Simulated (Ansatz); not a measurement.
Results of LDA (Ansatz, a first-principles code, plane waves, PAW) for BeTe (model structure, Fm-3m, No. 225, 2 atoms in the cell).

Input file:

Ansatz 0.2 input:
```yaml
crystal:
  lattice:
    - [0.0, 2.6492430718, 2.6492430718]
    - [2.6492430718, 0.0, 2.6492430718]
    - [2.6492430718, 2.6492430718, 0.0]
  atoms:
    - { symbol: Be, position: [0.0, 0.0, 0.0] }
    - { symbol: Te, position: [0.5, 0.5, 0.5] }
basis:
  ecutwfc: 520
  ecutrho_ratio: 4
  xc_grid: 2
kpoints:
  mp_grid: { grid: [18, 18, 18] }
hamiltonian:
  xc: lda
  dispersion: none
  pseudopotentials: { kind: paw }
scf:
  occupations: { method: fermi_dirac, width: 0.05 }
output:
  forces: true
  stress: true
  eigenvalues: true
relax:
  f_tol: 0.004
  escape_saddle: false
  max_steps: 80
```

Output (set-up and result lines):

```
WARN output.stress: scf.convergence.dr2_threshold = 1e-7 eV (the SCF's general default) is looser than the 2e-10 eV advised for a printed stress (1e-10 eV for …
Relaxation: its limit of steps is 80 (relax.max_steps)
Crystal: 2 atoms, lattice volume = 37.187 Å³
Basis set: ecut = 520 eV, 965 PW (Γ), exchange–correlation on 60×60×60 points (8 copies of the dense FFT grid, shifted against one another)
Bands: 13, of which v1, the nominal top of the filled ones, is band 9 counted from 1 (8 counted from 0)
Symmetry: 48 space group operations
Space group: Fm-3m (ITA 225), of the structure as read, at distance tolerance 3.3e-5 Å
k-points: 195 of 5832
Functional: x = slater, c = lda
SCF iter   1: F=—  HF=-6915.221084 eV  |F-HF|=—  |Δ(HF+E_count)|=         —  Δρ=5.23e-3  dr2=6.99e-3
SCF iter   2: F=—  HF=-6915.218934 eV  |F-HF|=—  |Δ(HF+E_count)|=   2.15e-3  Δρ=2.72e-3  dr2=1.84e-3
  ...
SCF iter   5: F=—  HF=-6915.218366 eV  |F-HF|=—  |Δ(HF+E_count)|=   9.59e-7  Δρ=3.91e-5  dr2=1.07e-6
SCF iter   6: F=-6915.218365 eV  HF=-6915.218365 eV  |F-HF|=2.67e-8  |Δ(HF+E_count)|=   4.84e-7  Δρ=8.50e-6  dr2=3.84e-8
SCF 1 converged in 6 iterations: F = -6915.218365 eV  dr2 = 3.84e-8
SCF converged after 6 iterations
Free energy (F): -6915.218365 eV
Internal energy: -6915.212835 eV  (E = F + TS)
E sigma→0 (E₀):  -6915.215600 eV
Fermi energy:    10.200029 eV
--- Stress (GPa, compression-positive) ---
       -1.449762       0.000000       0.000000
       -0.000000      -1.449762       0.000000
        0.000000      -0.000000      -1.449762
  P = ⅓ Tr σ = -1.4498 GPa (-14.498 kbar)
```

The cell is one volume of an energy–volume scan, off the minimum.

The PAW data were made under PBE.

Note: the relaxation could raise the start's symmetry but not lower it, so the cell can be a saddle point.

A model structure was made by putting elements into a prototype or built by hand; it is no filed structure, need not be a known phase, and can be a saddle point held by its symmetry.
